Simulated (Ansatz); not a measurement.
Consider ZnSe in the zinc blende structure (space group F-43m, No. 216).

```xyz
2
Lattice="0.0000 2.8327 2.8327 2.8327 0.0000 2.8327 2.8327 2.8327 0.0000" Properties=species:S:1:pos:R:3 pbc="T T T"
Se     4.2491     4.2491     4.2491
Zn     0.0000     0.0000     0.0000
```

Cartesian axes are those of the cell as printed.

All numbers come from r2SCAN (Ansatz, a quantum-chemistry and plane-wave program, PAW, spin-orbit coupling left out).

For the base:

| Property | Result |
|---|---|
| Shortest interatomic distance | 2.453 Å |
| Pressure | 0.00 GPa |
| Valence-band top at Γ | 0.00, 0.00, 0.00 eV |

Modification: tensile biaxial strain of 0.85 % in the plane normal to [110], as in epitaxy on a mismatched substrate; the out-of-plane cell vector and the atoms relax.

Problem. Estimate the effect on the ratio −ε⊥/ε∥.

Solution. The ratio −ε⊥/ε∥ is 0.71.

Problem. What happens to the shortest interatomic distance?

Solution. The shortest interatomic distance rises by 0.005 Å, from 2.453 Å to 2.458 Å.

Problem. What does the calculation give for the pressure after the change?

Solution. The pressure (mean of the normal stresses, compression positive) goes from zero to -0.70 GPa.

Problem. What does the calculation give for the valence-band top at Γ after the change?

Solution. The valence-band top at Γ (three highest levels, from the VBM) changes from 0.00, 0.00, 0.00 eV to 0.00, -0.07, -0.09 eV.

A biaxial case was relaxed in a doubled cell and then solved in the primitive one. The levels and masses belong to the bands next to the band gap. Whether these cells are dynamically stable was not tested.
